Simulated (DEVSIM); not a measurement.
System: Au/Si3N4/p-Si capacitor, at 250 K.

Layer 1 from the left is Si3N4, thickness (nm) 29.0. Layer 2 from the left is Si, thickness (nm) 18000, Na (cm⁻³) 1e14.

Metal gate on the left, work function 5.1 eV. Fixed charge at the semiconductor interface -1e11 cm⁻² (in units of +e); interface traps 1.9e10 cm⁻² eV⁻¹, uniform in energy, neutral level at 0.5 of the gap above the valence band.

Constants are typed, rounded textbook-type inputs, not results; the design itself was drawn at random and stands for no fabricated device. Values at 300 K; Nc and Nv go as T^1.5, mobilities as T to minus their exponent, the gap by Varshni's rule with the affinity fixed.

Si3N4: gap (eV) 5.1, affinity (eV) 2.1, permittivity 7.5. Si: gap (eV) 1.124, affinity (eV) 4.05, permittivity 11.7, Nc (cm⁻³) 2.86e19, Nv (cm⁻³) 3.1e19, Varshni α (eV/K) 0.000473, Varshni β (K) 636.

Simulated with DEVSIM: 1D Poisson equation in equilibrium, Boltzmann statistics, complete ionisation; no quantum confinement or tunnelling. Metal contacts follow the ideal Schottky-Mott rule: no Fermi-level pinning, no interface dipoles.

Q: What does the simulation give for the minimum of the low-frequency capacitance, the flat-band voltage?

A: minimum of the low-frequency capacitance 0.00699 μF/cm²; flat-band voltage 0.25 V.
